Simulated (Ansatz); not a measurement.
The parent structure is GaAs in the zinc blende structure (space group F-43m, No. 216; a = 5.6656 Å).

Modification: a hydrostatic pressure of 18 GPa.

Levels (all Ansatz, a first-principles code, PAW, earlier PAW set): r2SCAN (500 eV, no SOC); HSE06 (420 eV, scalar-relativistic without spin-orbit coupling); HSE06+SOC (420 eV, spin-orbit coupling included).

One geometry, relaxed with r2SCAN, under each level:

The valence-band top lists the three highest levels at Γ (Kramers pairs under SOC), from the VBM.

```csv
level,band gap,lowest conduction level above the VBM at special points,valence-band top at Γ
r2SCAN,1.41 eV,X 1.42 eV; L 1.91 eV; U 2.13 eV; Γ 2.39 eV,"0.00, 0.00, 0.00 eV"
HSE06,___,___,–
HSE06+SOC,1.58 eV,X 1.58 eV; L 2.19 eV; U 2.34 eV; Γ 2.71 eV,"0.00, 0.00, -0.39 eV"
```

### Question
Give the withheld HSE06 results.

### Answer

- HSE06, band gap: 1.70 eV
- HSE06, lowest conduction level above the VBM at special points: X 1.70 eV; L 2.32 eV; U 2.47 eV; Γ 2.84 eV

Single points use the geometry relaxed with r2SCAN. Their cutoffs differ, which shifts pressures a little. HSE06 gaps are upper bounds (no full band path). Differences between runs with and without spin-orbit coupling are approximate. Load acts through the strain it causes; cell and atoms are relaxed under it. Stability against distortions was not tested. Measured, GaAs leaves this structure (for a Cmcm phase) near 15 GPa (room temperature; as listed in arXiv:1906.07825).
